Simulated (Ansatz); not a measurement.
**Band gap of rock-salt alkali halides: measurement against LDA**

Computed values from Ansatz (plane waves, PAW); cells keep the symmetry of their structure type. Ansatz (a quantum-chemistry and plane-wave program) is a plane-wave DFT program; potentials: the later of its two PAW sets. No spin-orbit coupling. Gaps are read at band edges searched over the zone in cells relaxed at that level.

Here x stands for LDA gap and y for measured gap.

| solid | LDA gap (eV) | measured gap (eV) | basis of the measured value |
|---|---|---|---|
| NaI | 3.62 | 5.90 | not stated, as measured |
| KI | 3.87 | 6.10 | not given (compiled; stated errors 0.2-0.5 eV), as measured |
| RbBr | 4.16 | 7.20 | not given (compiled; stated errors 0.2-0.5 eV), as measured |
| KBr | 4.32 | 7.40 | not given (compiled; stated errors 0.2-0.5 eV), as measured |
| KCl | 5.11 | 8.50 | unstated, as measured |
| KF | 6.37 | 10.90 | unstated, as measured |
| NaF | 6.46 | ? | unstated, as measured |

Fit y of the 6 rows that show it with a straight line. With u = x - 4.6, the rows have u = -0.9800, -0.7300, -0.4400, -0.2800, 0.5100, 1.7700. Means: u -0.025000, y 7.667. About the means, the sum of products is 9.3030 and the sum of squares of u is 5.1546; the slope is their ratio. Least squares gives y = 7.712 + 1.8048·u. Residuals (row less fit): -0.043, -0.294, 0.282, 0.193, -0.132, -0.006; standard error 0.236 (degrees of freedom: 4). The slope is 1.80 with a standard error of 0.10. Before the fit, LDA less measured has mean -3.092, mean absolute 3.092 and median absolute 3.060 eV over these 6 rows.

Question: What does the fit predict for y at x = 6.46, and how far is the measured value from it?

Answer: u = 1.8600, so y = 7.712 + 1.8048 × 1.8600 = 11.069 eV. The measured value is 11.70 eV, 0.631 eV above the prediction (10.9 % of the range of y in the table). The row lies outside the fitted rows, so this is an extrapolation. From the scatter of the fitted rows alone, a prediction at this place has a standard error of 0.322 eV, so the miss is 2.0 times that.

Plain LDA misses this row by -5.24 eV. These measured values aren't marked as zero-point corrected, so thermal and zero-point effects can be part of a miss beside the level's own error; see the basis column. Spin-orbit coupling is left out, which can shift this property for NaI, KI, RbBr, KBr. The rows are a random draw of 7 from the 9 solids that have both values on this basis (room or unstated temperature), of 16 computed in this series. Not drawn: V to Ni and open 4f shells, rows kept for tests, unfit runs, cells that left their space group, values derived or compiled from fits, values whose temperature is given only as extrapolated, encyclopaedia, home-page and unnamed sources, sources from 2025 on, runs on another kind of cell, cells with moments, not at rest, warned of a lower state, or off the usual phase with no note on it here. Optical and fundamental gaps aren't told apart in the measured column. Measured values as quoted by these papers, many of them computational: NaI Abedi et al., (2022), arXiv:2211.14644; KI Aguado et al., (1998), arXiv:cond-mat/9809176; RbBr Aguado et al., (1998), arXiv:cond-mat/9809176; KBr Aguado et al., (1998), arXiv:cond-mat/9809176; KCl David Koller et al., Journal of Physics Condensed Matter (2013), arXiv:1304.4470; KF David Koller et al., Journal of Physics Condensed Matter (2013), arXiv:1304.4470; NaF David Koller et al., Journal of Physics Condensed Matter (2013), arXiv:1304.4470.
